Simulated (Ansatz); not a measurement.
# How the bulk modulus B0 of rutile IrO2 moves with the method

No measured value is used here.

```tsv
level (code)	value (GPa)	cell (Å³/atom)
LDA (Ansatz)	313	10.28
BLYP (Ansatz)	…	11.28
PBE (Ansatz)	262	10.87
PBEsol (Ansatz)	291	10.51
PBEsol+SOC (Ansatz)	283	10.57
revPBE (Ansatz)	…	11.03
RPBE (Ansatz)	…	11.09
PBE-D3(BJ) (Ansatz)	273	10.72
PBE-D4 (Ansatz)	275	10.70
PBEsol-D3(BJ) (Ansatz)	300	10.39
rVV10 (Ansatz)	254	11.09
```

### Question
Complete the blanks.

### Answer

- BLYP (Ansatz, a program for electronic structure), value (GPa): 237
- revPBE (Ansatz), value (GPa): 248
- RPBE (Ansatz), value (GPa): 243

The crystal itself was run without spin with LDA, BLYP, PBE, PBEsol, revPBE, RPBE, PBE-D3(BJ), PBE-D4, PBEsol-D3(BJ), rVV10; a magnetic state was not tried in these runs. Density-functional levels without +SOC have no spin–orbit coupling. Each level is taken at its own relaxed cell. Ansatz's density-functional and Hartree–Fock values are scalar-relativistic unless marked +SOC, with PAW data made under PBE.
